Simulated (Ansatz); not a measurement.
## Hypothetical zinc blende TlBr: carrier doping

Take TlBr in the zinc blende structure (space group F-43m, No. 216; a hypothetical phase, not in the database extracts checked) as the base.

```
TlBr
1.0
    0.00000     3.65535     3.65535
    3.65535     0.00000     3.65535
    3.65535     3.65535     0.00000
Br Tl
1 1
Direct
  0.75000   0.75000   0.75000
  0.00000   0.00000   0.00000
```

Carriers are added at fixed cell with a uniform background; the Fermi–Dirac width is that of 300 K.

All numbers come from PBEsol in Ansatz (plane waves to 420 eV, PAW, without spin-orbit coupling), earlier PAW set.

Notes on the quantities. Fermi level from band edge: Fermi level relative to the doped band's edge (positive inside the band; to 0.05 eV).

```tsv
variant	gap between the host's bands	Fermi level from band edge
undoped	2.77 eV	–
electrons 7.0×10^20 cm⁻³	2.72 eV	+0.20 eV
electrons 1.5×10^21 cm⁻³	2.67 eV	+0.30 eV
electrons 2.0×10^21 cm⁻³	2.64 eV	+0.35 eV
electrons 3.0×10^21 cm⁻³	2.58 eV	+0.50 eV
holes 7.0×10^20 cm⁻³	2.84 eV	+0.05 eV
holes 1.5×10^21 cm⁻³	2.93 eV	+0.05 eV
holes 2.0×10^21 cm⁻³	2.98 eV	+0.10 eV
holes 3.0×10^21 cm⁻³	3.09 eV	+0.10 eV
```

Charged cell with a jellium background: band edges are those of the host's band count, energies are not comparable with the neutral cell, and many-body gap narrowing is missing. Spin-orbit coupling, missing from the scalar runs, can matter with Tl. No phonon test of stability was made.

Ansatz is a program for electronic structure.
